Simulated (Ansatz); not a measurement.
Pd: response to strain

Base system: Pd in the fcc (Cu type) structure (space group Fm-3m, No. 225; relaxed with 0.1 eV smearing).

```
Pd
1.0
    0.00000     1.93885     1.93885
    1.93885     0.00000     1.93885
    1.93885     1.93885     0.00000
Pd
1
Cartesian
  0.00000   0.00000   0.00000
```

Cartesian axes are those of the cell as printed.

Strains are applied to the cell and any free atomic positions relax; under biaxial strain the out-of-plane vector relaxes too.

Level of theory: PBEsol/PAW in Ansatz (a first-principles code), no spin-orbit coupling.

Notes on the quantities. energy relative to the base: free energy F.

| biaxial strain, plane normal [111], relaxed out of plane (%) | energy relative to the base (meV/atom) |
|---|---|
| -2.5 | 21.1 |
| -2.08 | 14.3 |
| -1.67 | ? |
| -1.25 | 5.0 |
| -0.83 | 2.2 |
| -0.42 | 0.5 |
| 0 | 0.0 |

### Question
Fit ΔE = Aε² + Bε³ (ε in %) to the rows shown and predict the withheld row.

### Answer
Least squares on the printed values gives A = 3.01 and B = -0.15 meV/atom (largest residual 0.0 meV/atom); this predicts 9.1 meV/atom, and the run gives 9.1 meV/atom, in agreement.

No phonon test of stability was made. All final runs are without spin polarisation.
